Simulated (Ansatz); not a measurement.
# Cubic perovskite BaZrO₃

All values below come from PBE (plane waves, PAW; Ansatz, a program for electronic structure).

Run with plane-wave cutoff 520 eV, 6×6×6 k mesh, scalar-relativistic PAW data made under PBE.

Cell: measured lattice: a = b = c = 4.1910 Å, α = β = γ = 90.00°.

| Item | Result |
|---|---|
| elastic constant C11 | 325 GPa |
| elastic constant C12 | 88.4 GPa |
| elastic constant C44 | 86.2 GPa |
| Voigt–Reuss–Hill bulk modulus | 167 GPa |
| Voigt–Reuss–Hill shear modulus (Hill average) | 97.9 GPa |
| Young modulus | 246 GPa |
| Poisson ratio | 0.255 |

Note: the cell isn't this level's own, so it is under some stress, which shifts stiffness and frequencies.

Elastic constants are with the ions relaxed.

Spin–orbit coupling is not included.
